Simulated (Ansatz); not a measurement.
**A self-consistent single point of CaGe2Au2 (I4mm, 5 atoms in the cell) with Ansatz (a first-principles code)**

Level of theory: LDA (PW92), default PAW files made with PBE (plane waves; Ansatz).

This input was run:

Ansatz 0.2 input:
```yaml
crystal:
  lattice:
    - [-2.21847700, 2.21847700, 5.12244400]
    - [2.21847700, -2.21847700, 5.12244400]
    - [2.21847700, 2.21847700, -5.12244400]
  atoms:
    - { symbol: Ca, position: [0.00488000, 0.00488000, 0.00000000] }
    - { symbol: Ge, position: [0.38161000, 0.38161000, 0.00000000] }
    - { symbol: Ge, position: [0.61839000, 0.61839000, 0.00000000] }
    - { symbol: Au, position: [0.75000000, 0.25000000, 0.50000000] }
    - { symbol: Au, position: [0.25000000, 0.75000000, 0.50000000] }
basis:
  ecutwfc: 420.0 eV
kpoints:
  mp_grid: { grid: [8, 8, 8] }
hamiltonian:
  xc: lda
  pseudopotentials: { kind: paw }
scf:
  occupations: { method: gaussian, width: 0.1 eV }
output:
  forces: true
  eigenvalues: true
  stress: true
```

Log, with long lists cut:

```
WARN ansatz: RAYON_NUM_THREADS=1 ignored (pool sized by the plan → 1); use --threads N
Pseudopotentials: kind: paw
Pseudopotential: Ca, paw, valence charge 10
Pseudopotential: Ge, paw, valence charge 14
Pseudopotential: Au, paw, valence charge 19
Crystal: 5 atoms, lattice volume = 100.843 Å³
Basis set: ecut = 420 eV, 1977 PW (Γ)
Bands: 46, of which v1, the nominal top of the filled ones, is band 38 counted from 1 (37 counted from 0)
Symmetry: 8 space group operations
Space group: I4mm (ITA 107), of the structure as read, at distance tolerance 4.7e-5 Å
k-points: 59 of 512 (time reversal used)
PAW frozen core: Ca, regenerated for the run's functional, and the local potential with it
PAW frozen core: Ge, regenerated for the run's functional, and the local potential with it
PAW frozen core: Au, regenerated for the run's functional, and the local potential with it
Initial density: superposition of atomic densities (neutral atoms: chi_scale 0, normalization atom), corrected by the library's trained network
Initial wavefunctions: pseudopotential atomic-orbital guess
Eigensolver: davidson
Functional: x = slater, c = lda
SCF iter   1: F=—  HF=-35936.406269 eV  |F-HF|=—  |Δ(HF+E_count)|=         —  Δρ=5.61e-3  dr2=1.48e-2  ethr=1.77e-3  ⟨swp⟩=7.1  Hψ=10846  notcnv=0  defer=11
all-band conjugate gradients solve this SCF's bands
preconditioner: auto → Kerker (q_TF=auto, 2.603 Å⁻¹)
SCF iter   2: F=—  HF=-35936.403914 eV  |F-HF|=—  |Δ(HF+E_count)|=   2.35e-3  Δρ=2.85e-3  dr2=3.90e-3  ethr=1.95e-5  ⟨swp⟩=2.0  Hψ=4382  notcnv=0  defer=16
SCF iter   3: F=—  HF=-35936.403291 eV  |F-HF|=—  |Δ(HF+E_count)|=   6.23e-4  Δρ=8.28e-4  dr2=5.58e-4  ethr=5.13e-6  ⟨swp⟩=2.1  Hψ=3472  notcnv=0  defer=16
SCF iter   4: F=—  HF=-35936.403196 eV  |F-HF|=—  |Δ(HF+E_count)|=   9.53e-5  Δρ=2.52e-4  dr2=1.01e-4  ethr=7.34e-7  ⟨swp⟩=2.0  Hψ=4253  notcnv=0  defer=16
SCF iter   5: F=—  HF=-35936.403185 eV  |F-HF|=—  |Δ(HF+E_count)|=   1.08e-5  Δρ=8.30e-5  dr2=1.15e-5  ethr=1.33e-7  ⟨swp⟩=2.0  Hψ=4267  notcnv=0  defer=16
SCF iter   6: F=—  HF=-35936.403339 eV  |F-HF|=—  |Δ(HF+E_count)|=   1.55e-4  Δρ=2.66e-5  dr2=1.24e-6  ethr=1.52e-8  ⟨swp⟩=2.0  Hψ=4270  notcnv=0  defer=16
SCF iter   7: F=—  HF=-35936.403339 eV  |F-HF|=—  |Δ(HF+E_count)|=   4.43e-7  Δρ=1.06e-5  dr2=2.10e-7  ethr=1.63e-9  ⟨swp⟩=2.0  Hψ=4267  notcnv=0  defer=16
SCF iter   8: F=-35936.403339 eV  HF=-35936.403339 eV  |F-HF|=5.49e-9  |Δ(HF+E_count)|=   5.65e-8  Δρ=3.11e-6  dr2=1.32e-8  ethr=1.32e-10  ⟨swp⟩=8.5  Hψ=10750  notcnv=0
SCF 1 converged in 8 iterations: F = -35936.403339 eV  dr2 = 1.32e-8
SCF converged after 8 iterations
Free energy (F): -35936.403339 eV
Harris-Foulkes:  -35936.403339 eV  (|F-HF|=5.49e-9)
Internal energy: -35936.395464 eV  (E = F + TS)
E sigma→0 (E₀):  -35936.399402 eV
Entropy (-TS):   -0.007875 eV (-1.575 meV/atom)
Fermi energy:    13.120382 eV
--- Per-component energies (eV) ---
  E_band       = -988.054670
  E_kinetic    = 1712.331770
  E_local      = -10212.064226  (includes V_loc(G=0)·N_el)
  E_nonlocal   = 1068.574516
  E_hartree    = 4364.169758
  E_xc         = -741.444466
  E_vxc        = -853.436574  (∫ρ·V_xc dr)
  E_paw        = -23543.991953  (= ΣΔE_a)
  E_vpaw       = -1431.796238  (= ΣTr[D̂ρ^β])
  E_aug_tail   = 0.003241  (compensation charges beyond the density's cutoff)
  E_ewald      = -8589.119358
  E_core_change = 5.145254  (= ΣΔE_core)
  E_smearing   = -0.007875  (= −TS)
  E_closure    = -0.000000  (closes the sum)
  Σ components = -35936.403339   (vs F -35936.403339, Δ=0.00e0)
--- Forces (eV/Å), atoms counted from 1 ---
  atom   1  Ca    -0.00000000     0.00000000    -0.10443297
  atom   2  Ge    -0.00000000    -0.00000000    -0.15276109
  atom   3  Ge     0.00000000     0.00000000     0.19206753
  atom   4  Au     0.00000000    -0.00000000     0.03256723
  atom   5  Au    -0.00000000     0.00000000     0.03256723
  max |Σ_I F_I| component: 7.93e-6 eV/Å
--- Stress (GPa, compression-positive) ---
       -3.287091       0.000000      -0.000000
        0.000000      -3.287091       0.000000
       -0.000000       0.000000      -3.097250
  P = ⅓ Tr σ = -3.2238 GPa (-32.238 kbar)
  The stress holds the Pulay correction. Without it, at fixed plane waves, as pw.x and ABINIT print it: P = -3.2535 GPa
--- Band table (eV; the first three rows and the last of 59) ---
  k-point 0: bands = ["-93.2074", "-93.2054", "-44.5404", "-44.5404", "-44.5213", "-44.5144", "-44.5015", "-44.5015", "-27.7971", "-11.7687", "-11.6783", "-11.6783", "-11.6159", "-11.6047", "-11.6040", "-11.5867", "-11.5813", "-11.5813", "-11.5196", [...]
  k-point 1: bands = ["-93.2073", "-93.2055", "-44.5410", "-44.5343", "-44.5208", "-44.5149", "-44.5077", "-44.5010", "-27.7968", "-11.7687", "-11.6790", "-11.6787", "-11.6158", "-11.6042", "-11.6042", "-11.5870", "-11.5819", "-11.5813", "-11.5193", [...]
  k-point 2: bands = ["-93.2069", "-93.2059", "-44.5425", "-44.5226", "-44.5196", "-44.5196", "-44.5161", "-44.4997", "-27.7961", "-11.7686", "-11.6809", "-11.6794", "-11.6153", "-11.6041", "-11.6030", "-11.5879", "-11.5834", "-11.5814", "-11.5187", [...]
  k-point 58: bands = ["-93.2074", "-93.2054", "-44.5404", "-44.5404", "-44.5214", "-44.5144", "-44.5015", "-44.5015", "-27.7970", "-11.7691", "-11.6796", "-11.6796", "-11.6189", "-11.6019", "-11.6011", "-11.5897", "-11.5800", "-11.5800", [...]
```

The run converged in 8 iterations.

The starting cell comes from a database of computed structures (which also holds hypothetical and non-ambient phases and stackings), without a prior relaxation at this level. Its lattice was rescaled by up to half a per cent. One atom was moved a little off its site on purpose. Spin-orbit coupling is off. With a pressure of about -3 GPa the cell is away from its equilibrium volume at this level. Ansatz's pressure includes its estimate of the finite-basis (Pulay) stress.
